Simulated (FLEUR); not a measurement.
## How a calculation on CoGa (Pm-3m, 2 atoms in the cell) responds to its settings

```xyz
2
Lattice="2.9226 0.0000 0.0000 0.0000 2.9226 0.0000 0.0000 0.0000 2.9226" Properties=species:S:1:pos:R:3 pbc="T T T"
Ga     1.4613     1.4613     1.4613
Co     0.0000     0.0000     0.0000
```

Base run A: PBE, all-electron FLAPW (FLEUR), scalar-relativistic valence, self-consistent single point.

Its settings: Kmax = 3.5 1/bohr; GmaxXC = 14 1/bohr; xcFunctional = pbe; jspins = 1; l_soc = F; mode = gauss; fermiSmearingEnergy = 0.00734986 Htr; mesh (inpgen div1-3) = 15 15 15; inpgen gamma flag = false; Gmax = 14 1/bohr; numbands = 0; maxIterBroyd = 40; imix = Anderson; alpha = 0.05; precondParam = 0; minDistance = 1e-05 me/bohr^3; ctail = T; kcrel = 0; coretail_lmax = 0; theta = 0.

The starting cell has typed, rounded lattice constants, without a prior relaxation at this level. Its lattice was rescaled by a random factor within 2.5 % of one. Spin polarisation is off. Values depend on the basis (sphere radii, cutoffs, local orbitals), which need not be converged.

ΔE is the total energy (no entropy term) per atom less that of run A. 

Run A gave: k-points 120.

Runs:
- B: fermiSmearingEnergy: 0.00734986 Htr → 0.00110248 Htr; kpt_div: 15 15 15 → 11 11 11
- C: fermiSmearingEnergy: 0.00734986 Htr → 0.00367493 Htr; kpt_div: 15 15 15 → 11 11 11
- D: fermiSmearingEnergy: 0.00734986 Htr → 0.0110248 Htr; kpt_div: 15 15 15 → 11 11 11
- E: fermiSmearingEnergy: 0.00734986 Htr → 0.00110248 Htr; kpt_div: 15 15 15 → 12 12 12; kpt_gamma: false → true
- F: fermiSmearingEnergy: 0.00734986 Htr → 0.00367493 Htr; kpt_div: 15 15 15 → 12 12 12; kpt_gamma: false → true
- G: fermiSmearingEnergy: 0.00734986 Htr → 0.0110248 Htr; kpt_div: 15 15 15 → 12 12 12; kpt_gamma: false → true
- H: fermiSmearingEnergy: 0.00734986 Htr → 0.00110248 Htr
- I: fermiSmearingEnergy: 0.00734986 Htr → 0.00367493 Htr
- J: fermiSmearingEnergy: 0.00734986 Htr → 0.0110248 Htr
- K: fermiSmearingEnergy: 0.00734986 Htr → 0.00110248 Htr; kpt_div: 15 15 15 → 18 18 18; kpt_gamma: false → true
- L: fermiSmearingEnergy: 0.00734986 Htr → 0.00367493 Htr; kpt_div: 15 15 15 → 18 18 18; kpt_gamma: false → true
- M: fermiSmearingEnergy: 0.00734986 Htr → 0.0110248 Htr; kpt_div: 15 15 15 → 18 18 18; kpt_gamma: false → true

Problem. What does run E change against A?

Solution. The total energy goes down by 7.5 meV/atom.

Problem. What does run I change against A?

Solution. The total energy goes down by 4.8 meV/atom.

```csv
run,ΔE (meV/atom),k-points
A,0.00,120
B,-6.8,56
C,-5.0,56
D,6.6,56
E,-7.5,84
F,-6.0,84
G,6.0,84
H,-6.4,120
I,-4.8,120
J,7.2,120
K,-7.1,220
L,-5.2,220
M,6.6,220
```
